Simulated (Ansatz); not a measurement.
System: A15 V₃Si (cubic form, which distorts at low temperature). Method: BLYP (Ansatz, a quantum-chemistry and plane-wave program, plane waves, PAW).

Numerical settings: plane-wave cutoff 520 eV, 12×12×12 k mesh, Fermi–Dirac smearing 0.05 eV, no spin polarisation, scalar-relativistic PAW data made under PBE.

Pressure at four volumes; x = ln(V/13.436 Å³). One pressure is withheld.

```
V (Å³/atom)        x  P (GPa)
-----------  -------  -------
12.629       -0.0619        ?
12.898       -0.0409     7.72
13.436        0.0000     0.01
14.242        0.0583    -8.95
```

Question: Pass a parabola P(x) through the three rows shown, estimate the bulk modulus and its pressure derivative near zero pressure, and predict the withheld pressure.

Answer: Slopes between the rows: (0.01 − (7.72))/(0.0000 − (-0.0409)) = -188.51 and (-8.95 − (0.01))/(0.0583 − (0.0000)) = -153.69 GPa. Their difference over the span 0.0992 is c = 34.82/0.0992 = 351.0 GPa, so P(x) = 7.72 + (-188.51)(x − (-0.0409)) + 351.0 (x − (-0.0409))(x − (0.0000)). At the middle row B = −dP/dx = −[-188.51 + 351.0 × 0.0409] = 174.2 GPa, and B′ = dB/dP = 2c/B = 4.0. At x = -0.0619 the parabola gives 12.13 GPa; the run gives 12.20 GPa. The Birch–Murnaghan fit to the energies at all volumes has B0 = 173 GPa and B′ = 4.1.

Measured, for comparison: bulk modulus 171 GPa (300 K, no zero-point or thermal correction, our sources range from 171 to 176; as tabulated in Lu and Klein (1997), arXiv:cond-mat/9704251). Computed (rounded) less measured: bulk modulus +1 % (inside the range of the sources held).

Note: symmetry holds this phase in the static calculation, where it need not be a minimum.
